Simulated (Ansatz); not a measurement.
For TaCo$_{3}$ (P6_3/mmc), Ansatz (a quantum-chemistry and plane-wave program) with PBEsol, DFPT electron-phonon coupling, linearised Boltzmann equation gives a transport coupling λ_tr = 0.202 and a Drude plasma energy ħω_p = 4.79 eV along z (a = (5.10, 0.00, 0.00) Å; b = (-2.55, 4.42, 0.00) Å; c = (0.00, 0.00, 4.10) Å).

### Question
Estimate the resistivity at 300 K from the high-temperature formula ρ = 2π λ_tr k_B T / (ħ ε₀ ω_p²), and say how the full Boltzmann solution compares.

### Answer
The scattering rate is 1/τ = 2π λ_tr k_B T/ħ = 4.98e13 s⁻¹ and ω_p = 7.28e15 s⁻¹, so ρ ≈ 10.6 μΩ·cm. The Boltzmann solution gives 9.35 μΩ·cm, 0.88 times the estimate; it lies lower because k_BT is not large against the phonon energies and the solution lets the distribution adjust.

A metal at this level (no band gap). Only scattering by harmonic phonons is included (no impurities, grain boundaries, electron-electron scattering or thermal expansion). Spin-orbit coupling is left out, which matters with elements this heavy. Halving the electron mesh (20x20x20) moves the resistivity by up to 6 % at 300 K, the coupling by up to 2 %. Smearing 0.20 eV; phonons on a 3x3x4 q mesh, which this run doesn't test.

Computed structure with no diffraction record at hand here (it may be known, metastable or hypothetical): TaCo3 (P6_3/mmc). Treated as nonmagnetic (a ferromagnetic start lost its moment, other orders weren't tried): TaCo3 (P6_3/mmc).
